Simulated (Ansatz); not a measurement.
For WGe (model structure, started from the rocksalt type, Fm-3m, No. 225, 2 atoms in the cell), PBEsol (PAW; Ansatz, a quantum-chemistry and plane-wave program) gives:

- lattice constant a = 5.097 Å
- enthalpy of formation = 0.830 eV/atom

Problem. What does r²SCAN (Ansatz, PAW) give for the same quantities?

Solution. 
- lattice constant a: 5.121 Å (increases by 0.5 %)
- formation enthalpy: 0.936 eV/atom (grows by 0.106 eV/atom)

Changes are worked out from the printed values.

Unless a cell is named, each level is at its own relaxed cell (PBEsol 16.56, r²SCAN 16.79 Å³/atom).

Levels without +SOC leave out spin–orbit coupling, which shifts energies and cells of such heavy elements.

Ansatz's density-functional and Hartree–Fock values are scalar-relativistic unless marked +SOC, with PAW data made under PBE.

A model structure was made by putting elements into a prototype or built by hand; it is no filed structure, need not be a known phase, and can be a saddle point held by its symmetry.
